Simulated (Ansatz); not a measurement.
For Cu3Sn (P6₃/mmc, No. 194; structure not from a measured cell), LDA in Ansatz (PAW) gives:

| Item | Result |
|---|---|
| lattice parameter a | 5.431 Å |
| lattice parameter c | 4.184 Å |

Question: What does r²SCAN (Ansatz, a first-principles code, plane waves, PAW) give for the same quantities?

Answer: 
- lattice constant a: 5.517 Å (rises by 1.6 %)
- lattice parameter c: 4.263 Å (increases by 1.9 %)

Changes are worked out from the printed values.

Unless a cell is named, each level is at its own relaxed cell (LDA 13.36, r²SCAN 14.05 Å³/atom).

Caveats: the relaxation could not lower the start's symmetry, so the cell can be a saddle point above a distorted one (LDA, r²SCAN). Ansatz's density-functional and Hartree–Fock values are scalar-relativistic unless marked +SOC, with PAW data made under PBE.
